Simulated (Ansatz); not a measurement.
Take WSi2 (space group I4/mmm, No. 139; a = 3.212 Å, c = 7.807 Å; relaxed with 0.1 eV smearing) as the base. Axes: x, y, z lie along a, b, c of the conventional cell.

Calculations: plane-wave PAW DFT at the r2SCAN level (Ansatz, an electronic-structure program, 500 eV), no spin-orbit coupling, earlier PAW set.

For the base:

The shortest interatomic distance is 257.9 pm. The band gap is zero.

Now apply this change: tensor shear ε_xy = +0.87 % (engineering shear γ = 0.0174); the atoms relax in the strained cell.

Estimate the effect on the stress, energy relative to the base, shortest interatomic distance and band gap.

The stress (xx, yy, zz, yz, xz, xy; compression positive) is (0.1, 0.1, 0.1, 0.0, 0.0, -3.8) GPa; the energy rises by 2.7 meV/atom; the shortest interatomic distance stays 257.9 pm; the band gap stays zero.

Whether these cells are dynamically stable was not tested. All final runs are without spin polarisation.
